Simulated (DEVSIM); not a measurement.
System: TaN/SiO2/p-Si capacitor, at 500 K.

| layer (left to right) | material | thickness (nm) | Na (cm⁻³) |
|---|---|---|---|
| 1 | SiO2 | 3.00 | - |
| 2 | Si | 730 | 6.2e17 |

Metal gate on the left, work function 4.4 eV. Fixed charge at the semiconductor interface -2.4e10 cm⁻² (in units of +e); interface traps 9.5e11 cm⁻² eV⁻¹, uniform in energy, neutral level at 0.5 of the gap above the valence band.

Constants are typed, rounded textbook-type inputs, not results; the design itself was drawn at random and stands for no fabricated device. Values at 300 K; Nc and Nv go as T^1.5, mobilities as T to minus their exponent, the gap by Varshni's rule with the affinity fixed.

| parameter | SiO2 | Si |
|---|---|---|
| gap (eV) | 9 | 1.124 |
| affinity (eV) | 0.9 | 4.05 |
| permittivity | 3.9 | 11.7 |
| Nc (cm⁻³) | - | 2.86e19 |
| Nv (cm⁻³) | - | 3.1e19 |
| Varshni α (eV/K) | - | 0.000473 |
| Varshni β (K) | - | 636 |

DEVSIM, 1D Poisson equation in equilibrium, Boltzmann statistics, complete ionisation; no quantum confinement or tunnelling. Metal contacts follow the ideal Schottky-Mott rule: no Fermi-level pinning, no interface dipoles.

Task: Tabulate band edges, carrier densities and field at 0.2 V on the gate.

Result: Energies count from the Fermi level of the right contact; mesh points crowd at the junctions.

```tsv
x (μm)	Ec (eV)	Ev (eV)	n (cm⁻³)	p (cm⁻³)	field (V/cm)
0.000	3.300	-5.700	< 1e2	< 1e2	900000
0.0007638	3.368	-5.632	< 1e2	< 1e2	900000
0.001600	3.443	-5.557	< 1e2	< 1e2	900000
0.002394	3.514	-5.486	< 1e2	< 1e2	900000
0.003414	0.430	-0.636	2.9e15	2.6e13	270000
0.004734	0.465	-0.600	1.3e15	5.9e13	260000
0.007161	0.525	-0.540	3.1e14	2.4e14	240000
0.01382	0.663	-0.403	1.3e13	5.8e15	170000
0.02312	0.785	-0.281	7.5e11	9.9e16	91000
0.04093	0.857	-0.209	1.4e11	5.2e17	11000
0.07367	0.864	-0.202	1.2e11	6.2e17	87
0.1635	0.864	-0.202	1.2e11	6.2e17	≈ 0
0.2988	0.864	-0.202	1.2e11	6.2e17	≈ 0
0.4817	0.864	-0.202	1.2e11	6.2e17	≈ 0
0.6181	0.864	-0.202	1.2e11	6.2e17	≈ 0
0.6710	0.864	-0.202	1.2e11	6.2e17	≈ 0
0.6998	0.864	-0.202	1.2e11	6.2e17	≈ 0
0.7155	0.864	-0.202	1.2e11	6.2e17	≈ 0
0.7258	0.864	-0.202	1.2e11	6.2e17	≈ 0
0.7295	0.864	-0.202	1.2e11	6.2e17	≈ 0
0.7316	0.864	-0.202	1.2e11	6.2e17	≈ 0
0.7330	0.864	-0.202	1.2e11	6.2e17	≈ 0
```
